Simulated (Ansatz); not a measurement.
**A computed series for GaP: response to strain**

Take GaP in the zinc blende structure (space group F-43m, No. 216; a = 5.451 Å) as the base. Axes: x, y, z lie along the cube axes.

Strains are applied to the cell and any free atomic positions relax; under biaxial strain the out-of-plane vector relaxes too.

The values are results of r2SCAN/PAW in Ansatz (an electronic-structure program), no SOC, not measurements.

```csv
"biaxial strain, plane normal [001], relaxed out of plane (%)",out-of-plane strain (%)
0,0.00
0.5,-0.42
1,-0.85
1.5,-1.28
2,?
2.5,-2.15
3,-2.59
```

Task: Fit ε⊥ = −νε + γε² (strains in %) to the rows shown and predict the withheld row.

Result: Least squares on the printed values gives ν = 0.84 (the biaxial Poisson response) and γ = -0.007 (largest residual 0.00 %); this predicts -1.71 %, and the run gives -1.72 %, in agreement.

Stability against distortions was not tested.
